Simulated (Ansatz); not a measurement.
Given:

```xyz
3
Lattice="3.9707 0.0000 0.0000 -1.9854 3.4388 0.0000 0.0000 0.0000 5.0925" Properties=species:S:1:pos:R:3 pbc="T T T"
Se     0.9838     0.0000     4.2438
Se    -0.4919     0.8520     0.8488
Se     1.4935     2.5868     2.5463
```

No spin polarisation.

Computed with Kohn–Sham DFT with the r2SCAN functional, run in Ansatz (a quantum-chemistry and plane-wave program) with PAW and 500 eV plane waves, without spin-orbit coupling. Γ-centred 9×9×7 mesh, Fermi–Dirac width 0.05 eV.

Task: Predict the electron mass and gap character.

Result: 
- Electron mass: 0.095 mₑ along c, 0.11 mₑ across (at H)
- Gap character: indirect, L–H (83 % along) → H

Load acts through the strain it causes; cell and atoms are relaxed under it. Effective masses come from finite differences of ±0.01 Å⁻¹. Whether these cells are dynamically stable was not tested. Competing high-pressure phases were not computed. The cell was made from Se (space group P3_121, No. 152; made of chains) by this change: pressure 5 GPa. No dispersion term is included, though the crystal is made of layers, chains or molecules, so its spacings can come out too wide.
